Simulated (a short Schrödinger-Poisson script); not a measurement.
System: gated In0.52Al0.48As/In0.53Ga0.47As δ-doped gas in a quantum well, at 300 K.

```
layer        material  thickness (nm)  Na (cm⁻³)
-----  --------------  --------------  ---------
1      In0.52Al0.48As              10          -
2      In0.52Al0.48As              40          -
3      In0.53Ga0.47As              20          -
4      In0.52Al0.48As            4000       5e14
```

Constants are typed, rounded textbook-type inputs, not results; the design itself was drawn at random and stands for no fabricated device. In0.52Al0.48As: permittivity 12.5, conduction-band edge (eV) 0.52, gap (eV) 1.45, electron mass (mₑ) 0.075, Nv at 300 K (cm⁻³) 1.1e19. In0.53Ga0.47As: permittivity 13.9, conduction-band edge (eV) 0, gap (eV) 0.74, Nv at 300 K (cm⁻³) 7.7e18.

Channel valleys (confinement mass, in-plane density-of-states mass, number): Γ 0.041, 0.041, 1. At the gate the conduction-band edge of layer 1 lies 0.65 eV − eVg above the Fermi level of the channel; the field vanishes at the back. Sheet of ionised δ-doping: +1.7e12 e/cm² at 10 nm from the gate. The barrier under the gate holds no holes. Gaps are held at their typed values at every temperature. Mesh 0.08 nm at interfaces.

Solved with a short Schrödinger-Poisson script written for these runs: 1D Poisson equation in equilibrium, electrons quantum, Hartree plus LDA exchange-correlation (BenDaniel-Duke, 40 states a valley, the channel's in-plane mass for all, wave functions free to enter the barrier), parabolic valleys, classical holes, full ionisation, no traps, pinning or gate leakage.

The same stack at other levels of the model or other numerical settings:

```csv
run,sheet density of all electrons at Vg = 0.4 V (cm⁻²),sheet density of all electrons at Vg = -0.1 V (cm⁻²),capacitance at Vg = 0.4 V (μF/cm²),centroid of the channel electrons at Vg = 0.4 V (nm),rough cost against the base
base,5.50e11,2.85e10,0.201,7.97,about 1
"electrons treated as classical, Boltzmann",5.89e11,3.43e10,0.220,6.05,0.01
"electrons treated as classical, Fermi-Dirac",5.66e11,3.38e10,0.213,7.09,0.07
"electrons treated as quantum, Hartree",5.40e11,2.66e10,0.199,8.05,about 1
mesh six times as coarse,5.50e11,2.85e10,0.201,7.96,0.2
one subband a valley,5.39e11,2.63e10,0.186,7.48,0.2
```

The classical rows ignore confinement, and Boltzmann statistics overrate the density once the band edge passes the Fermi level.
